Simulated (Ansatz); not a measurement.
Start from Ta in the bcc (W type) structure (space group Im-3m, No. 229; a = 3.282 Å; relaxed with 0.1 eV smearing). Axes: x, y, z lie along the cube axes.

Level of theory: plane-wave PAW DFT at the PBEsol level (Ansatz, a first-principles code, 420 eV), no SOC.

Before the change:

The shortest interatomic distance is 2.843 Å.

One thing is altered: a pure shear with ε_xy = ε_yx = 0.0029; the atoms relax in the strained cell.

Problem. Predict the new stress, shortest interatomic distance and energy relative to the base.

Solution. The stress (xx, yy, zz, yz, xz, xy; compression positive) is (0.0, 0.0, 0.0, 0.0, 0.0, -0.4) GPa; the shortest interatomic distance falls by 0.0055 Å to 2.837 Å; the energy stays essentially unchanged.

Whether these cells are dynamically stable was not tested. All final runs are without spin polarisation.
